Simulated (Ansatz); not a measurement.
The starting structures come from a database of crystals and need not be the phases stable at ambient conditions.

The decay constant κ of evanescent states in the gap governs leakage through a thin film.

Given:

```
CuLaOSe
1.0
    4.06951     0.00000     0.00000
    0.00000     4.06951     0.00000
    0.00000     0.00000     8.82454
La Cu Se O
2 2 2 2
Direct
  0.00000   0.50000   0.85998
  0.50000   0.00000   0.14002
  0.50000   0.50000   0.50000
  0.00000   0.00000   0.50000
  0.00000   0.50000   0.33079
  0.50000   0.00000   0.66921
  0.50000   0.50000   0.00000
  0.00000   0.00000   0.00000
```

Space group of this cell: P4/nmm. The cell is taken as given; by r2SCAN its mean pressure is -0.9 GPa.

Transport runs along the normal of the first two printed cell vectors, the (001) plane of the conventional cell.

No gap correction and no spin-orbit coupling; mid-gap values are interpolated between computed energies.

**Question.** Give the band gap and the smallest decay constant κ at mid-gap that r2SCAN run with Ansatz (a quantum-chemistry and plane-wave program) yields.

**Answer.** Gap 1.88 eV on a 8×8×4 mesh; κ = 0.231 1/Å, at the zone centre.
